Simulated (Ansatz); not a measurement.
H interstitial started at a bond centre in diamond (start: bond centre of C and C, 1.55 Å; 216-site cell, 2×2×2 shifted sampling). Calculation: PBE, PAW (plane waves to 420 eV; Ansatz, a quantum-chemistry and plane-wave program). Total energies of the localised charge states, counted from that of charge +1, and their image corrections (point charge with alignment); the host's valence-band maximum lies at 13.244 eV on the cells' energy zero and its gap is 4.13 eV.

```
charge         moment (μB)  E − E(first) (eV)  correction (eV)
------  ------------------  -----------------  ---------------
+1      not spin-polarised              0.000            0.322
0                      1.0             14.549            0.000
−1      not spin-polarised             30.620            0.282
```

### Question
Derive the transition levels above the valence-band maximum and say which of them are thermodynamic.

### Answer
A level is the Fermi energy at which two charges have equal formation energy: ε(q/q′) = [E(q′) + corr(q′) − E(q) − corr(q)] / (q − q′) − E_VBM.
ε(+1/0) = [(14.549 + 0.000) − (0.000 + 0.322)] / 1 − 13.244 = 0.98 eV
ε(0/−1) = [(30.620 + 0.282) − (14.549 + 0.000)] / 1 − 13.244 = 3.11 eV
Thermodynamic levels at least 0.1 eV inside the gap: (+1/0) at 0.98 eV; (0/−1) at 3.11 eV. They hold to tenths of an eV in this cell. Charges with a result: +1, 0, −1. Others weren't obtained, and one of them could lie lower, also by skipping a charge. The geometries come from one start.
